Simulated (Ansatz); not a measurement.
GaN: uniaxial strain ε_yy = −2.52 %

Take GaN in the zinc blende structure (space group F-43m, No. 216; a = 4.4979 Å) as the base. Axes: x, y, z lie along the cube axes.

Perturbation: the cell is compressed by 2.52 % along y with no lateral relaxation; the atoms relax in the strained cell.

Computed with r2SCAN in Ansatz (plane waves to 500 eV, PAW, without spin-orbit coupling). Γ-centred 13×13×13 mesh, Fermi–Dirac width 0.05 eV.

| quantity | base | changed | shift |
|---|---|---|---|
| volume per atom | 11.37 Å³ | 11.09 Å³ | -0.287 Å³ |
| space group | F-43m (No. 216) | I-4m2 (No. 119) | – |
| energy relative to the base (free energy F) | 0 meV/atom | +6.5 meV/atom | +6.5 meV/atom |
| pressure (mean of the normal stresses, compression positive) | 0.00 GPa | 5.25 GPa | +5.25 GPa |
| band gap | 2.17 eV | 2.26 eV | +0.09 eV |
| gap character | direct at Γ | direct at Γ | – |
| electron mass | 0.17 mₑ (at Γ) | 0.18 mₑ (at Γ) | – |
| hole mass | – | 0.19 mₑ along y, 0.83 mₑ across (at Γ) | – |
| valence-band top at Γ (three highest levels, from the VBM) | 0.00, 0.00, 0.00 eV | 0.00, -0.12, -0.12 eV | – |
| valley order (the lowest conduction-band minima on the path, energy above the VBM, named in the base's zone) | Γ 2.17 eV | Γ 2.26 eV; X along [010] 3.60 eV | – |
| stress (xx, yy, zz, yz, xz, xy; compression positive) | – | (4.22, 7.31, 4.22, 0.00, 0.00, 0.00) GPa | – |

Final structure:

```
GaN
1.0
    0.00000     2.19228     2.24896
    2.24896     0.00000     2.24896
    2.24896     2.19228     0.00000
N Ga
1 1
Direct
  0.75000   0.75000   0.75000
  0.00000   0.00000   0.00000
```

Masses are band curvatures over ±0.01 Å⁻¹ around the edge. Whether these cells are dynamically stable was not tested. This is not the structure that GaN has at room temperature and ambient pressure. k-point labels follow each cell's own Brillouin zone.

Ansatz is a quantum-chemistry and plane-wave program.
